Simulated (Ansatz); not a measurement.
Base system: HgS (space group P3_221, No. 154; made of chains).

```
HgS
1.0
    4.46492     0.00000     0.00000
   -2.23246     3.86673     0.00000
    0.00000     0.00000     9.75823
Hg S
3 3
Direct
  0.76921   0.00000   0.66667
  0.00000   0.76921   0.33333
  0.23079   0.23079   0.00000
  0.44688   0.00000   0.16667
  0.00000   0.44688   0.83333
  0.55312   0.55312   0.50000
```

Computed with Kohn–Sham DFT with the PBE functional, run in Ansatz (a program for electronic structure) with PAW and 420 eV plane waves, no spin-orbit coupling.

For the base:

The band gap is 1.83 eV. The volume per atom is 28.08 Å³ and the electron mass comes out as 0.43 mₑ along c, 1.2 mₑ across (at Γ).

It is then changed as follows: a hydrostatic pressure of 0.7 GPa.

**Question.** Predict the new band gap, volume per atom and electron mass.

**Answer.** The band gap falls by 0.21 eV (1.83 eV → 1.62 eV); the volume per atom decreases by 1.95 Å³ to 26.13 Å³; the electron mass goes from 0.43 mₑ along c, 1.2 mₑ across (at Γ) to 0.42 mₑ along c, 1.2 mₑ across (at Γ).

Spin-orbit coupling, missing from the scalar runs, can matter with Hg. Load acts through the strain it causes; cell and atoms are relaxed under it. Masses are band curvatures over ±0.01 Å⁻¹ around the edge. No phonon test of stability was made. No dispersion term is included, though the crystal is made of layers, chains or molecules, so its spacings can come out too wide.
